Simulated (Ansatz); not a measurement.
Given:

```yaml
crystal:
  lattice:
    - [1.58761, 0.91661, 6.19494]
    - [-1.58761, 0.91661, 6.19494]
    - [0.00000, -1.83321, 6.19494]
  atoms:
    - { symbol: Mo, position: [0.00002, 0.00002, 0.00002] }
    - { symbol: S, position: [0.75116, 0.75116, 0.75116] }
    - { symbol: S, position: [0.58212, 0.58212, 0.58212] }
```

No spin polarisation.

Electron doping at 7.0×10^21 cm⁻³ (0.379 per cell), with a uniform compensating background at fixed cell and a 300 K Fermi–Dirac width.

Computed with r2SCAN+rVV10 in Ansatz (plane waves to 500 eV, PAW, scalar-relativistic without spin-orbit coupling). k-mesh 21×21×21 (Γ-centred); smearing 0.0259 eV (Fermi–Dirac).

Task: Predict the gap between the host's bands, Fermi level from band edge and gap character.

Result: 
* **Gap between the host's bands**: 0.98 eV
* **Fermi level relative to the doped band's edge (positive inside the band; to 0.05 eV)**: +0.40 eV
* **Gap character**: indirect, T → Γ–S₀ (50 % along)

Charged cell with a jellium background: band edges are those of the host's band count, energies are not comparable with the neutral cell, and many-body gap narrowing is missing. Stability against distortions was not tested. The cell was made from MoS$_{2}$ in the 3R-MoS2 type structure (space group R3m, No. 160; layered, stacked along the Cartesian z axis) by this change: electrons 7.0×10^21 cm⁻³.

Ansatz is a quantum-chemistry and plane-wave program.
